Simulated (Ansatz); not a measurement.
Consider a 24-atom cell of (Hf,Ta)O(O,N) started in the baddeleyite structure, site fractions Hf 0.500, Ta 0.500, O 0.500, N 0.500, short-range order -0.43 among the nearest mixed sites of the first mixed sublattice (0 is random, a negative value favours unlike neighbours), space group P2_1 at the end. Its start:

```yaml
crystal:
  lattice:
    - [4.18060, 0.00000, 5.16291]
    - [-5.10312, 5.14712, 0.04071]
    - [-5.10312, -5.14712, 0.04071]
  atoms:
    - { symbol: Ta, position: [0.70393, 0.94212, 0.47184] }
    - { symbol: Ta, position: [0.70393, 0.44212, 0.97184] }
    - { symbol: Hf, position: [0.29410, 0.55626, 0.01689] }
    - { symbol: Hf, position: [0.29410, 0.05626, 0.51689] }
    - { symbol: Ta, position: [0.79607, 0.02816, 0.05788] }
    - { symbol: Ta, position: [0.79607, 0.52816, 0.55788] }
    - { symbol: Hf, position: [0.20590, 0.48311, 0.44374] }
    - { symbol: Hf, position: [0.20590, 0.98311, 0.94374] }
    - { symbol: O, position: [0.98378, 0.14261, 0.40102] }
    - { symbol: O, position: [0.98378, 0.64261, 0.90102] }
    - { symbol: N, position: [0.99670, 0.35509, 0.10165] }
    - { symbol: N, position: [0.99670, 0.85509, 0.60165] }
    - { symbol: O, position: [0.51622, 0.59898, 0.35739] }
    - { symbol: O, position: [0.51622, 0.09898, 0.85739] }
    - { symbol: N, position: [0.50330, 0.89835, 0.14491] }
    - { symbol: N, position: [0.50330, 0.39835, 0.64491] }
    - { symbol: O, position: [0.35351, 0.80476, 0.46702] }
    - { symbol: O, position: [0.35351, 0.30476, 0.96702] }
    - { symbol: O, position: [0.67254, 0.69126, 0.03368] }
    - { symbol: O, position: [0.67254, 0.19126, 0.53368] }
    - { symbol: O, position: [0.14649, 0.53298, 0.69524] }
    - { symbol: O, position: [0.14649, 0.03298, 0.19524] }
    - { symbol: O, position: [0.82746, 0.96632, 0.80874] }
    - { symbol: O, position: [0.82746, 0.46632, 0.30874] }
```

The numbers are results of r2SCAN (plane waves to 500 eV, PAW; Ansatz, a program for electronic structure), not measurements. No spin–orbit coupling; the runs are not spin-polarised. Its k-point mesh 4×4×4, Fermi–Dirac width 0.01 eV.

**Question.** Predict the alloy's volume and bond lengths.

**Answer.** 
| Quantity | Result |
|---|---|
| volume per atom | 11.08 Å³ |
| O–Ta bonds (within 1.22 times the sum of covalent radii) | 2.077 Å on average, from 1.974 to 2.169 (20) |
| Hf–O bonds (within 1.22 times the sum of covalent radii) | 2.145 Å on average, from 2.062 to 2.224 (20) |
| N–Ta bonds (within 1.22 times the sum of covalent radii) | 2.094 Å on average, from 2.086 to 2.102 (8) |
| Hf–N bonds (within 1.22 times the sum of covalent radii) | 2.186 Å on average, from 2.186 to 2.186 (8) |
